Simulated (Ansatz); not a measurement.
**How the volume per atom of InP (model structure, from the WC type, P-6m2, No. 187) moves with the method**

No measured value is used here.

```
level (code)         value (Å³/atom)
-------------------  ---------------
PBE (Ansatz)                       …
PBEsol (Ansatz)                20.99
PBE-D3(BJ) (Ansatz)            21.12
r²SCAN (Ansatz)                21.55
```

Task: What belongs in the gaps?

Result: 
- PBE (Ansatz, a quantum-chemistry and plane-wave program), value (Å³/atom): 22.07

Ansatz's density-functional and Hartree–Fock values are scalar-relativistic unless marked +SOC, with PAW data made under PBE.

A model structure was made by putting elements into a prototype or built by hand; it is no filed structure, need not be a known phase, and can be a saddle point held by its symmetry.
